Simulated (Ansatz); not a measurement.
LiH (model structure, started from the NiAs type, P6₃/mmc, No. 194, 4 atoms in the cell), treated with LDA in Ansatz (PAW).

Numerical settings: plane-wave cutoff 520 eV, 18×18×8 k mesh (along the axes of the cell as run), Fermi–Dirac smearing 0.01 eV, scalar-relativistic PAW data made under PBE.

Cell (relaxed with PBEsol):

```
CELL_PARAMETERS angstrom
      2.75996     0.00000     0.00000
     -1.37998     2.39019     0.00000
      0.00000     0.00000     4.85935
ATOMIC_POSITIONS crystal
  Li 0.00000 0.00000 0.00000
  Li 0.00000 0.00000 0.50000
  H  0.33333 0.66667 0.25000
  H  0.66667 0.33333 0.75000
```

Question: Predict the band gap, smallest direct gap on the k points sampled and direct gap at Γ.

Answer: 
- band gap: 4.03 eV (indirect)
- smallest direct gap on the k points sampled: 4.63 eV
- direct gap at Γ: 7.50 eV

Note: the relaxation could raise the start's symmetry but not lower it, so the cell can be a saddle point; cell and atoms aren't relaxed at this level (pressure -1.9 GPa).

Cost on a shared machine: roughly 5 core-seconds.

A model structure was made by putting elements into a prototype or built by hand; it is no filed structure, need not be a known phase, and can be a saddle point held by its symmetry.

Ansatz is a program for electronic structure.
